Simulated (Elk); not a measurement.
Band structure of CeS (Pm-3m, 2 atoms in the cell).

```yaml
crystal:
  lattice:
    - [3.51250, 0.00000, 0.00000]
    - [0.00000, 3.51250, 0.00000]
    - [0.00000, 0.00000, 3.51250]
  atoms:
    - { symbol: Ce, position: [0.00000, 0.00000, 0.00000], spin: 1.0 }
    - { symbol: S, position: [0.50000, 0.50000, 0.50000] }
```
(The spins are starting values, not results.)

Method: PBEsol, all-electron FP-LAPW, Elk's shipped species files, APW+lo basis with extra local orbitals in Elk 10.2.4.

Settings: xctype = 22; spinpol = true; rgkmax = 7.5; stype = 0; swidth = 0.00183747 Ha; ngridk = 8 8 8; reducebf = 0.7; gmaxvr = 18 1/bohr; lmaxapw = 10; lmaxo = 8; nxlo = 2; lorbcnd = true; lradstp = 2; nrmtscf = 2.

The starting cell comes from a database of computed structures (which also holds hypothetical and non-ambient phases and stackings), without a prior relaxation at this level. Spin-orbit coupling is off. With one magnetic atom in the cell only a parallel order is possible. With U or open f shells several self-consistent states can exist. The f electrons are in the valence without U or exact exchange, which can misplace them near the Fermi level. Spin-orbit terms, which matter for f shells, are left out. Values depend on the basis (sphere radii, cutoffs, local orbitals), which need not be converged.

Levels in eV from the Fermi level, bands 7 to 14 of the first spin channel:
```tsv
point	7	8	9	10	11	12	13	14
Γ	-2.52	-2.52	-1.99	-1.99	0.18	0.18	0.18	0.32
X	-3.31	-3.31	-0.81	-0.29	-0.01	0.17	0.18	0.19
M	-4.17	-2.50	-0.99	0.07	0.08	0.43	0.44	0.49
R	-6.14	-6.13	0.14	0.14	0.14	0.37	0.47	0.47
```

Bands cross the Fermi level along this path, so the cell is metallic at this level.

The net moment of the cell came out as 1.40 μB.
